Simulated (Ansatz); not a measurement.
Consider this model of amorphous In$_{9}$Ga$_{9}$Zn$_{9}$O$_{38}$Sn.

```
CELL_PARAMETERS angstrom
      9.70926     0.01865    -0.01646
      0.01865     9.11998    -0.03600
     -0.01646    -0.03600     9.44158
ATOMIC_POSITIONS crystal
  In 0.41873 0.18209 0.69501
  In 0.05121 0.68260 0.64809
  In 0.68464 0.72286 0.45894
  In 0.41922 0.75570 0.68903
  In 0.97546 0.66091 0.28401
  In 0.92451 0.54881 0.97886
  In 0.69181 0.48833 0.76536
  In 0.22426 0.32482 0.44217
  In 0.78475 0.95103 0.22270
  Ga 0.57493 0.04882 0.00321
  Ga 0.88551 0.04263 0.56143
  Ga 0.39161 0.46190 0.91624
  Ga 0.25481 0.74979 0.01368
  Ga 0.13419 0.00617 0.20854
  Ga 0.88929 0.26255 0.25769
  Ga 0.87047 0.16598 0.90437
  Ga 0.63362 0.35924 0.09391
  Ga 0.15441 0.96447 0.82222
  Zn 0.10374 0.31579 0.77009
  Zn 0.30497 0.19961 0.05352
  Zn 0.90858 0.40172 0.54734
  Zn 0.16701 0.43558 0.14031
  Zn 0.20836 0.97383 0.52782
  Zn 0.58906 0.36290 0.43445
  Zn 0.59109 0.70564 0.08539
  Zn 0.46436 0.02794 0.36245
  Zn 0.76016 0.84254 0.79441
  O  0.95983 0.43746 0.18584
  O  0.95171 0.20624 0.44021
  O  0.75206 0.71996 0.23191
  O  0.03643 0.92466 0.62064
  O  0.21023 0.19321 0.61618
  O  0.44551 0.38143 0.09080
  O  0.52684 0.56227 0.40534
  O  0.49067 0.84293 0.46893
  O  0.69223 0.52998 0.99483
  O  0.05962 0.12955 0.86647
  O  0.89490 0.62583 0.48452
  O  0.09082 0.45291 0.61099
  O  0.27049 0.93655 0.33944
  O  0.21843 0.51842 0.32509
  O  0.67024 0.87533 0.97735
  O  0.80110 0.04765 0.74450
  O  0.70713 0.32375 0.26836
  O  0.15171 0.76277 0.83502
  O  0.39795 0.72317 0.15790
  O  0.42309 0.11817 0.91212
  O  0.32615 0.96288 0.70870
  O  0.09588 0.65008 0.08882
  O  0.21665 0.95454 0.03465
  O  0.21425 0.38538 0.94073
  O  0.40320 0.66456 0.89705
  O  0.25544 0.70315 0.55139
  O  0.87743 0.66445 0.79561
  O  0.44378 0.21753 0.46952
  O  0.57914 0.03935 0.19887
  O  0.90827 0.11574 0.11797
  O  0.99591 0.89004 0.27904
  O  0.68692 0.21223 0.96366
  O  0.72373 0.36327 0.58775
  O  0.18945 0.21056 0.22727
  O  0.47952 0.39923 0.75404
  O  0.75641 0.95260 0.44918
  O  0.90007 0.36481 0.84576
  O  0.63050 0.70447 0.68621
  Sn 0.36017 0.69242 0.36403
```

Methods: PBE, scalar-relativistic without spin-orbit coupling (Ansatz, an electronic-structure program); r2SCAN, scalar-relativistic without spin-orbit coupling (Ansatz); HSE06, scalar-relativistic without spin-orbit coupling (Ansatz). Neutral PBE cell, which sets geometry, pressure and energy: sampling: a 2×2×2 Γ-centred mesh; Fermi-Dirac width 0.02 eV; no spin polarisation. Exact exchange is cut at the faces of this 9 Å cell, which leaves hybrid gaps a finite-size error.

The cell was made by melting and quenching with the CHGNet potential and then relaxed with DFT. O atoms were pushed apart under 1.9 Å during the dynamics, to hinder bonds among them. The hot cell started wider than the set density and was brought back towards it in steps. It is the lowest in DFT energy of 2 quenches. It is a model cell: composition and starting density were chosen by hand, and all elements were melted together. No dispersion term was used. Its density started from a set value of 5.91 and ended at 5.91 g/cm³. The simulated quench (nominally 260 K/ps over its main leg) is rapid and tends to freeze in more defects than a deposited or slowly cooled glass has. A cell of this size samples the disorder only roughly. The volume was held where the preparation left it and the shape relaxed.

Problem. Give the pressure and the spacing of the highest filled and lowest empty levels.

Solution. 
| Quantity | Value |
|---|---|
| Pressure on a 2×2×2 Γ-centred mesh | 3.12 GPa |
| Largest force and stress component on that mesh (the relaxation ran on the zone centre alone) | 0.08 eV/Å and 3.2 GPa |
| Level gap on a 2×2×2 Γ-centred mesh (PBE) | 0.65 eV |
| Level gap at the zone centre (PBE) | 0.73 eV |
| Level gap at the zone centre (r2SCAN) | 1.15 eV |
| Level gap at the zone centre (HSE06) | 2.28 eV |
| Distance between the nearest levels spread over more than a fifth of the atoms or a third of the atoms of their main element (six at least) (PBE, zone centre) | 0.84 eV |

Problem. At PBE and the zone centre, how localised are the states just below and above the Fermi level (participation number: the atoms over which a state spreads)?

Solution. The highest filled state is spread over 9.4 atoms' worth, largest on O32, with weights by element (charge in smoothed Voronoi cells) O 0.78, Zn 0.18, In 0.02. The lowest empty state is spread over 58.2 atoms' worth, largest on In8, with weights by element (charge in smoothed Voronoi cells) O 0.51, In 0.22, Zn 0.13.

At PBE the levels at the filled edge of the gap are localised (band-tail or defect states).

Bonds are counted up to In-In 3.12 Å, In-Ga 2.90 Å, In-Zn 2.90 Å, In-O 2.54 Å, In-Sn 3.09 Å, Ga-Ga 2.68 Å, Ga-Zn 2.68 Å, Ga-O 2.36 Å, Ga-Sn 2.87 Å, Zn-Zn 2.68 Å, Zn-O 2.62 Å, Zn-Sn 2.87 Å, O-O 1.58 Å, O-Sn 2.46 Å, Sn-Sn 3.06 Å. Two cations that share two anions don't count as bonded, nor two that share one unless they lie closer than In-In 3.04 Å, In-Ga 2.82 Å, In-Zn 2.82 Å, In-Sn 3.01 Å, Ga-Ga 2.61 Å, Ga-Zn 2.61 Å, Ga-Sn 2.79 Å, Zn-Zn 2.61 Å, Zn-Sn 2.79 Å, Sn-Sn 2.97 Å.

Added carriers, by PBE, scalar-relativistic without spin-orbit coupling (Ansatz) on the zone centre alone. Charged cells keep the cell fixed and stand in a uniform background, with no image correction, at a width of 0.01 eV; where the count is odd the moment is locked at 1 μB, unless the neutral cell bore moments. Each starts from the undistorted neutral geometry alone. PBE's self-interaction favours spread-out carriers, so it can miss traps that a hybrid finds.

Problem. What happens at PBE when the cell takes an extra electron and the atoms relax?

Solution. Relaxation lowers the charged cell by 0.01 eV. The largest moves are In1 0.02 Å, In5 0.02 Å, O46 0.02 Å, Zn21 0.02 Å. The level that holds the added charge spreads over 58.1 atoms' worth, most on In8 (weight 0.04): a carrier spread over the cell. No bond crosses its cut-off with a change of over 0.15 Å (metal-metal contacts aside). Made neutral again at that geometry, the cell lies +0.01 eV from the neutral start.

Problem. What happens at PBE when the cell takes a hole and the atoms relax?

Solution. Relaxation lowers the charged cell by 0.18 eV. The largest moves are Zn23 0.33 Å, O32 0.27 Å, In8 0.16 Å, O48 0.15 Å. The level that was emptied spreads over 8.2 atoms' worth, most on O32 (weight 0.21): a partly localised carrier. Bonds broken: Zn23-O32, O40-Sn66. Made neutral again at that geometry, the cell lies +0.35 eV from the neutral start (a closed shell was imposed there, with levels 0.10 eV apart, so this is an upper bound).
